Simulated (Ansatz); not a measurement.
CoSi₂ under load (space group Immm): band-structure transport figures

Here is the system:

```
CELL_PARAMETERS angstrom
      0.00614     2.66162     2.64982
      2.66162     0.00614     2.64982
      2.66775     2.66775     0.00000
ATOMIC_POSITIONS crystal
  Co 0.00000 0.00000 0.00000
  Si 0.75063 0.75063 0.74937
  Si 0.24937 0.24937 0.25063
```

The numbers are results of PBEsol, rigid bands (plane waves, PAW, scalar-relativistic; Ansatz, a first-principles code), not measurements. Condition of this run: uniaxial stress along [110] of -1 GPa (compression positive) (the target of the relaxation). Geometry: cell and atoms relaxed with PBEsol, then loaded as said.

| Quantity | Result |
|---|---|
| density of states at the Fermi level | 1.01 states/(eV·cell), both spins |
| bare Sommerfeld coefficient | 0.80 mJ/(mol of atoms·K²) |
| Drude plasma energy | 6.5 eV |
| root-mean-square Fermi velocity | 7.7e5 m/s |
| resistivity times τ | 11.7 ×10⁻²² Ω·m·s |

A metal at this level (no band gap); rigid bands, thermally averaged at 300 K, both spins. Spin-orbit coupling is left out. τ is one relaxation time for all states.

Treated as nonmagnetic (a ferromagnetic start lost its moment, other orders weren't tried): CoSi2 under load (space group Immm).
